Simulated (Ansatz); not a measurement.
Defect migration in bixbyite In2O3 with all lengths changed by -1 %: interstitial H, charge state +1. Calculation: PBE, PAW (plane waves to 420 eV; Ansatz, a quantum-chemistry and plane-wave program).

80-site cell at the strained lattice (strain from the relaxed PBE one, atoms relaxed), one k-point at (0.250, 0.250, 0.250), smearing 0.01 eV, spin-restricted, no finite-size correction. Static, classical nuclei. The charge state is imposed; whether it is stable for some Fermi level was not computed. Sites that were not tried may lie lower. The start lies 0.43 eV above the lowest site run (PBE).

Barriers: single points on a 2×2×2 k-point mesh shifted by half a step at the bands' geometries.

Relaxed starting cell (atoms counted from 1):

```xyz
81
Lattice="10.1868 0.0000 0.0000 0.0000 10.1868 0.0000 0.0000 0.0000 10.1868" Properties=species:S:1:pos:R:3 pbc="T T T"
In     7.6396     2.5295     2.5456
In     2.7247     2.6900     2.5678
In     2.5448     7.6288     2.5313
In     2.5516     2.5656     7.6162
In    -0.0140     2.5868     4.7522
In     0.3465     5.1009     2.5373
In     4.7606     5.1002     7.6349
In     2.6897     0.2726     5.2195
In     7.6403     4.7449     5.0927
In     0.0049     7.6236     0.3300
In     0.3448    -0.0120     7.6208
In     2.5384     4.7574    -0.0337
In     4.7525    -0.0034     2.5246
In     7.6464     0.3457    -0.0193
In     5.1242     2.5597     0.3111
In     5.0969     7.6310     4.7488
O      3.5259     6.2995     9.0676
O      1.1305     3.5117     1.2034
O      9.0850     1.5649     1.1961
O      6.2346     1.5759     8.9765
O      3.9824     3.5220     8.9669
O      0.9952     1.4197     3.0549
O      8.9836     3.9708     3.5137
O      3.5297     3.8908     6.1952
O      1.1735     1.5180     6.1439
O      3.9392     4.0493     1.5176
O      6.1970     3.4975     3.8778
O      9.0857     3.5139     6.3044
O      3.9223     1.5507     3.9312
O      6.3073     1.1093     1.5696
O      3.8961     6.2152     3.5118
O      6.2846     9.0642     3.5135
O      1.5995     3.9052     3.9806
O      1.5828     8.9632     6.2173
O      1.1862     9.0709     1.5955
O      8.9815     6.2009     1.5693
O      3.5413     1.2432     1.1189
O      3.5064     8.9902     3.9656
O      1.5806     1.2091     9.0137
O      1.5751     6.2917     1.1013
In     2.5467     7.6318     7.6646
In     7.6417     7.6305     7.6359
In     7.6504     2.5467     7.6340
In     7.6144     7.6097     2.5365
In     5.0902     7.6451     9.8406
In     5.4658    -0.0126     7.6608
In     9.7305    -0.1265     2.5236
In     7.6449     5.4303    -0.0094
In     2.5401     9.8739     0.0079
In     5.1144     2.5566     5.4517
In     5.4665     5.1101     2.5434
In     7.6293     9.8334     5.0994
In     9.8420     5.0997     7.6389
In     2.5539     5.4581     5.0993
In    -0.0023     7.6160     5.4386
In     0.0065     2.5489     9.8188
O      8.6397     1.1687     3.9795
O      6.2076     8.6085     6.2957
O      3.9794     6.6767     6.2995
O      1.1168     6.6715     3.8838
O      9.0375     8.5610     3.8965
O      6.3010     6.2094     8.6116
O      3.8882     9.0823     8.6158
O      8.5722     8.9433     1.0792
O      6.2025     6.6659     1.1920
O      8.9908     9.0589     6.6559
O      1.1182     8.6271     8.9954
O      3.9618     8.6246     1.1971
O      9.0756     6.6648     8.9744
O      1.2071     6.2100     6.6742
O      8.9993     1.1119     8.5913
O      1.2060     3.9690     8.5859
O      6.6765     8.9770     9.0687
O      6.6901     3.8836     1.1181
O      6.3117     3.9829     6.6657
O      3.9348     1.1339     6.7192
O      8.6099     6.2862     6.2051
O      8.6202     3.8853     9.0645
O      6.6687     6.2851     3.9835
O      6.6745     1.2035     6.2059
H      0.5450     1.9505     2.3415
```
Cell charge +1.

End state 1 differs by these moves (Å; atoms that move under 0.08 Å are left out):

```
atom  element     Δx     Δy     Δz
----  -------  -----  -----  -----
2          In  -0.13  -0.13   0.00
5          In  -0.05   0.15   0.10
22          O   0.29  -0.63   0.47
26          O  -0.04  -0.08   0.06
28          O  -0.06   0.08   0.07
33          O  -0.04  -0.08   0.00
38          O   0.07  -0.05   0.00
47         In   0.05   0.05  -0.08
57          O   0.12   0.07   0.01
81          H   0.17  -1.15   1.99
```

What forward and backward barriers to end state 1 does PBE, PAW give?

forward 0.40 eV, backward 0.15 eV; at the saddle point atom 81 has neighbours In at 2.08; O at 0.97, O at 2.13 Å. The saddle point's order was not checked.
